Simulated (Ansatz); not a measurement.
**Contacts to C-dia (001, C face)**

Plane-wave PAW runs of Ansatz (an electronic-structure program) at PBE, 420 eV, without spin–orbit coupling and spin-polarised for magnetic metals alone: periodic stacks cut from bulk faces, the metal strained to the host, one local minimum each, barriers from the potential line-up.

```
metal face      host face  atoms; faces of host | metal; metal's strain (%)  hole barrier (eV)  electron barrier (eV)
------------  -----------  ------------------------------------------------  -----------------  ---------------------
(1) Al (001)  C-dia (001)                            104; C/C | Al/Al; -1.2                [?]                    [?]
(2) Cu (001)  C-dia (001)                             22; C/C | Cu/Cu; -1.6                [?]                    [?]
(3) Ni (001)  C-dia (001)                             22; C/C | Ni/Ni; +1.5                [?]                    [?]
(4) Pb (001)  C-dia (001)                             36; C/C | Pb/Pb; +0.2               0.31                   3.81
(5) Pd (001)  C-dia (001)                            104; C/C | Pd/Pd; +1.3               0.41                   3.71
(6) Pt (001)  C-dia (001)                            104; C/C | Pt/Pt; +0.6               0.22                   3.91
```

Question: Complete the blanks.

Answer: 
- (1) Al (001), hole barrier (eV): 0.06
- (1) Al (001), electron barrier (eV): 4.06
- (2) Cu (001), hole barrier (eV): 0.53
- (2) Cu (001), electron barrier (eV): 3.60
- (3) Ni (001), hole barrier (eV): 0.28
- (3) Ni (001), electron barrier (eV): 3.85
